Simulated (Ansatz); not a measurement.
Checking a run of Ansatz (a program for electronic structure) on YbSi2Ag2 (I4/mmm, 5 atoms in the cell). The aim is a self-consistent single point with DFT, PBEsol, plane waves, default PAW files made with PBE.

Cell that was meant: a = 6.0694 Å, b = 6.0694 Å, c = 6.0694 Å, α = 138.73°, β = 138.73°, γ = 59.79°.

Part of the input:

```yaml
# Yb(SiAg)2
crystal:
  lattice:
    - [-1.131852, 1.131852, 2.784499]
    - [1.131852, -1.131852, 2.784499]
    - [1.131852, 1.131852, -2.784499]
  atoms:
    - { symbol: Yb, position: [0.000000, 0.000000, 0.000000] }
    - { symbol: Si, position: [0.608150, 0.608150, 0.000000] }
```

Output, abridged:

```
WARN ansatz: RAYON_NUM_THREADS=1 ignored (pool sized by the plan → 1); use --threads N
   [... lines left out ...]
PAW frozen core: Ag, regenerated for the run's functional, and the local potential with it
Initial density: superposition of atomic densities (neutral atoms: chi_scale 0, normalization atom), corrected by the library's trained network
Initial wavefunctions: pseudopotential atomic-orbital guess
Eigensolver: davidson
Functional: x = pbesol(κ = 0.804, μ = 0.12345679012345678), c = pbesol(β = 0.046)
SCF iter   1: F=—  HF=-29700.187891 eV  |F-HF|=—  |Δ(HF+E_count)|=         —  Δρ=2.33e0  dr2=1.07e3  ethr=1.77e-3  ⟨swp⟩=54.2  Hψ=185637  notcnv=0  defer=51
all-band conjugate gradients solve this SCF's bands
preconditioner: auto → LDOS
SCF iter   2: F=—  HF=-30083.990945 eV  |F-HF|=—  |Δ(HF+E_count)|=    3.84e2  Δρ=3.91e0  dr2=1.47e3  ethr=1.77e-3  ⟨swp⟩=36.3  Hψ=208024  notcnv=34  defer=933  recentre
   [... lines left out ...]
SCF iter  11: F=—  HF=-29503.167379 eV  |F-HF|=—  |Δ(HF+E_count)|=   2.03e-4  Δρ=1.55e-4  dr2=3.16e-6  ethr=1.52e-7  ⟨swp⟩=10.7  Hψ=42544  notcnv=0  defer=222
SCF iter  12: F=—  HF=-29503.167391 eV  |F-HF|=—  |Δ(HF+E_count)|=   1.20e-5  Δρ=4.56e-5  dr2=1.49e-7  ethr=4.51e-9  ⟨swp⟩=13.0  Hψ=47952  notcnv=0  defer=217
SCF iter  13: F=-29503.167392 eV  HF=-29503.167392 eV  |F-HF|=2.14e-8  |Δ(HF+E_count)|=   9.98e-7  Δρ=1.51e-5  dr2=2.29e-8  ethr=1.43e-10  ⟨swp⟩=74.7  Hψ=259584  notcnv=0
SCF 1 converged in 13 iterations: F = -29503.167392 eV  dr2 = 2.29e-8
Free energy (F): -29503.167392 eV
Internal energy: -29503.139398 eV  (E = F + TS)
E sigma→0 (E₀):  -29503.153395 eV
Entropy (-TS):   -0.027994 eV (-5.599 meV/atom)
Fermi energy:    102.223801 eV
--- Forces (eV/Å), atoms counted from 1 ---
  atom   1  Yb    -0.00000000     0.00000000     0.00000000
  atom   2  Si     0.00000000     0.00000000   -57.66972521
  atom   3  Si    -0.00000000     0.00000000    57.66972521
  atom   4  Ag     0.00000000    -0.00000000    -0.00000000
  atom   5  Ag    -0.00000000     0.00000000     0.00000000
--- Stress (GPa, compression-positive) ---
     9314.573220       0.000000       0.000000
        0.000000    9314.573220      -0.000000
        0.000000       0.000000    9056.227695
  P = ⅓ Tr σ = 9228.4580 GPa (92284.580 kbar)
  The stress holds the Pulay correction. Without it, at fixed plane waves, as pw.x and ABINIT print it: P = 9194.7220 GPa
```

Q: Can these results be used? Check the input.

A: The run is not sound. The fault is this: lattice multiplied by the bohr radius once too often. Bohr and ångström differ by a factor of 1.89; the cell that the program reads is then far too large or far too small. To fix it, give the lengths in the unit that the key or card expects. The run converged in 13 iterations without an error; against the sound input the free energy goes up by 92.5 eV/atom, the pressure goes from -5.37 to 9228 GPa and the largest force goes from 0.372 to 57.67 eV/Å.

The sound input it was made from differs as follows (other fixes are possible):
```diff
-    - [-1.131852, 1.131852, 2.784499]
-    - [1.131852, -1.131852, 2.784499]
-    - [1.131852, 1.131852, -2.784499]
+    - [-2.138890, 2.138890, 5.261940]
+    - [2.138890, -2.138890, 5.261940]
+    - [2.138890, 2.138890, -5.261940]
```

With that input, the run converged in 8 iterations: free energy E − TS (on the zero of these files) -29965.8899 eV; Fermi level (on the code's own zero) 13.10 eV; pressure -5.37 GPa; largest force (vector length) 0.372 eV/Å (DFT, PBEsol, plane waves, default PAW files made with PBE).

On the sound input: the starting cell comes from a database of computed structures (which also holds hypothetical and non-ambient phases and stackings), without a prior relaxation at this level. Spin-orbit coupling is off. Spin polarisation is off. With a pressure of about -5 GPa the cell is away from its equilibrium volume at this level. Ansatz's pressure includes its estimate of the finite-basis (Pulay) stress.
